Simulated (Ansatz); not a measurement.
# Sn on the 1x1 (110) surface of bcc Ta, one in a 2x2 cell, started at the site 'top Ta'

Method: PBE (plane waves to 420 eV, PAW; Ansatz, a quantum-chemistry and plane-wave program).

Slab: 17 atoms, 6.8 Å thick at the start under the adsorbate (thin: gaps and levels are the slab's own); k 5x5x1, smearing 0.1 eV, dipole-corrected; 8 atoms held, the rest relaxed; start symmetry kept, larger cells not searched; spin-polarised, no spin-orbit, no U, no dispersion correction. The starting moment vanished. At the end it is bonded to Ta. In PBE this state lies 0.46 eV over the lowest of the starts that converged ('bridge Ta-Ta (span 3.3 Å)').

```
Item                                                                                                                       Value
--------------------------------------------------------------------------------------  ----------------------------------------
adsorption energy against an atom of beta tin                                                                           -348 meV
work function of the top face                                                                                            4.31 eV
change of the work function                                                                                             -0.46 eV
change of the step from the bottom to the top vacuum level, against the clean slab                                      -0.42 eV
energy released by relaxation                                                                                            0.73 eV
height of the binding atom over the mean of the host atoms within 0.3 Å of the top one                                   2.589 Å
magnetic moment of the cell                                                                                              0.00 μB
nearest host atoms of the binding atom                                                  Ta at 2.71 Å, Ta at 3.84 Å, Ta at 3.84 Å
largest move of a host atom                                                                                               0.10 Å
cost                                                                                      about 20 core-minutes (a rough figure)
```

A negative adsorption energy means that the adsorbate is more stable on the surface than in its reference.
